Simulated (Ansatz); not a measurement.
System: C11b WSi₂. Method: r²SCAN-D4 (PAW; Ansatz, an electronic-structure program).

The input as run:

Ansatz 0.2 input:
```yaml
crystal:
  lattice:
    - [-1.6009877269, 1.6009877269, 3.8934325814]
    - [1.6009877269, -1.6009877269, 3.8934325814]
    - [1.6009877269, 1.6009877269, -3.8934325814]
  atoms:
    - { symbol: Si, position: [0.66528669, 0.66528669, 0.0] }
    - { symbol: Si, position: [0.33471331, 0.33471331, 0.0] }
    - { symbol: W, position: [0.0, 0.0, 0.0] }
basis:
  ecutwfc: 560
  ecutrho_ratio: 4
  xc_grid: 3
kpoints:
  mp_grid: { grid: [24, 24, 24] }
hamiltonian:
  xc: r2scan
  dispersion: d4
  pseudopotentials: { kind: paw }
scf:
  occupations: { method: fermi_dirac, width: 0.05 }
  convergence: { dr2_threshold: 0.0000000003 }
output:
  forces: true
  stress: true
  eigenvalues: true
```

The run printed, among other lines:

```
Crystal: 3 atoms, lattice volume = 39.918 Å³
Basis set: ecut = 560 eV, 1211 PW (Γ), exchange–correlation on 108×108×108 points (27 copies of the dense FFT grid, shifted against one another)
Bands: 15, of which v1, the nominal top of the filled ones, is band 11 counted from 1 (10 counted from 0)
Symmetry: 16 space group operations
Space group: I4/mmm (ITA 139), of the structure as read, at distance tolerance 3.4e-5 Å
k-points: 1063 of 13824
Functional: x = r2scan, c = r2scan; τ floored in thin density (d = 2e-4 eV/Å³)
SCF iter   1: F=—  HF=-11676.898359 eV  |F-HF|=—  |Δ(HF+E_count)|=         —  Δρ=9.67e-3  dr2=5.47e-2  dr2_τ=8.74e-2
SCF iter   2: F=—  HF=-11676.952315 eV  |F-HF|=—  |Δ(HF+E_count)|=   5.40e-2  Δρ=4.63e-3  dr2=7.05e-3  dr2_τ=8.08e-4
  ...
SCF iter   7: F=—  HF=-11676.952677 eV  |F-HF|=—  |Δ(HF+E_count)|=   2.04e-8  Δρ=1.58e-6  dr2=8.87e-10  dr2_τ=5.93e-11
SCF iter   8: F=-11676.952677 eV  HF=-11676.952677 eV  |F-HF|=5.82e-11  |Δ(HF+E_count)|=   1.87e-9  Δρ=3.59e-7  dr2=3.52e-11  dr2_τ=4.89e-12
SCF 1 converged in 8 iterations: F = -11676.952677 eV  dr2 = 3.52e-11
SCF converged after 8 iterations
Free energy (F): -11676.952677 eV
Internal energy: -11676.950939 eV  (E = F + TS)
E sigma→0 (E₀):  -11676.951808 eV
Fermi energy:    16.956428 eV
--- Forces (eV/Å), atoms counted from 1 ---
  atom   1  Si    -0.00000000     0.00000000     0.00231493
  atom   2  Si    -0.00000000     0.00000000    -0.00231493
  atom   3  W     -0.00000000     0.00000000    -0.00000000
--- Stress (GPa, compression-positive) ---
       -0.000180      -0.000000       0.000000
       -0.000000      -0.000180      -0.000000
       -0.000000      -0.000000      -0.008097
  P = ⅓ Tr σ = -0.0028 GPa (-0.028 kbar)
```

The PAW data were made under PBE.

It cost very roughly 2.4 core-minutes of CPU time.
